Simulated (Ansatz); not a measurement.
Response to strain in CdSe

Base system: CdSe in the wurtzite structure (space group P6_3mc, No. 186; a = 4.3827 Å, c = 7.1545 Å).

Strains are applied to the cell and any free atomic positions relax.

Calculations: Kohn–Sham DFT with the PBE functional, run in Ansatz (a first-principles code) with PAW and 420 eV plane waves, without spin-orbit coupling.

```csv
isotropic strain (%),band gap (eV)
-2.1,0.68
-1.01,0.61
-0.65,?
0,0.54
2.78,0.37
```

### Question
Fit E_g = E₀ + Dε (ε in %) to the rows shown and predict the withheld row.

### Answer
Least squares on the printed values gives E₀ = 0.54 eV, D = -63.5 meV per % of strain (largest residual 0.00 eV); this predicts 0.59 eV, and the run gives 0.59 eV, in agreement.

Semilocal Kohn–Sham gaps tend to fall short of experiment. Stability against distortions was not tested.
